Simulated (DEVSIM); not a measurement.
Structure: Schottky contact on p-type Ge, at 250 K.

Layer 1 from the left is Ge, thickness (μm) 3.80, Na (cm⁻³) 5.3e15, τn (s) 0.00022, τp (s) 0.00022. Layer 2 from the left is Ge, thickness (μm) 1.60, Na (cm⁻³) 1.4e18, τn (s) 0.00022, τp (s) 0.00022.

Left contact: Schottky, work function 4.204 eV, emission velocity 8.5e6 cm/s. Right contact: ohmic. Voltage is applied to the left contact. Recombination: SRH at mid-gap, Auger. Mobility is μmin + (μ − μmin)/(1 + (N/Nref)^α).

This is a model device: material constants are rounded textbook-type values typed into the input, and sizes, dopings and lifetimes were drawn at random. Values at 300 K; Nc and Nv go as T^1.5, mobilities as T to minus their exponent, the gap by Varshni's rule with the affinity fixed.

Ge: gap (eV) 0.664, affinity (eV) 4, permittivity 16, Nc (cm⁻³) 1.04e19, Nv (cm⁻³) 6e18, μn (cm²/Vs) 3900, μp (cm²/Vs) 1900, μn,min 150, μp,min 100, Nref,n 2.6e17, Nref,p 4e17, αn 0.56, αp 0.6, T exponent of μn 1.66, T exponent of μp 2.33, Cn (cm⁶/s) 1e-31, Cp (cm⁶/s) 1e-31, Varshni α (eV/K) 0.000477, Varshni β (K) 235.

Model (solved in DEVSIM): 1D drift-diffusion, Boltzmann statistics, complete ionisation; no tunnelling, impact ionisation, image-force lowering or self-heating. Metal contacts follow the ideal Schottky-Mott rule: no Fermi-level pinning, no interface dipoles.

Dark forward current:

```tsv
|V| (V)	|J| (A/cm²)
0.05	0.01074
0.10	0.1178
0.15	1.166
0.20	10.59
0.25	66.59
0.30	214.9
0.35	446.9
0.40	833.0
0.45	1720
0.50	3811
```

Problem. Work out the local ideality factor n = ΔV / (kT/q · ln(J2/J1)) between the rows 0.10 and 0.15 V, 0.45 and 0.50 V.

Solution. kT/q = 21.54 mV. From 0.10 to 0.15 V: ln(1.166/0.1178) = 2.292, n = 1.01, near the 1 of diffusion or emission over a barrier. From 0.45 to 0.50 V: ln(3811/1720) = 0.796, n = 2.92.

Problem. Estimate the current at 0.15 V for emission alone, J0 = q v N_band exp(−φB/kT), and read the barrier back from the simulated current.

Solution. φB = 0.479 eV, N_band = 4.56e18 cm⁻³, J0 = 0.00138 A/cm²; J = J0 (exp(qV/kT) − 1) = 1.46 A/cm². The simulation gives 1.17 A/cm²; the estimate lies 25 % above. Read backwards, the simulated current gives an apparent barrier of 0.484 eV. The estimate leaves out transport through the depletion region and minority injection.
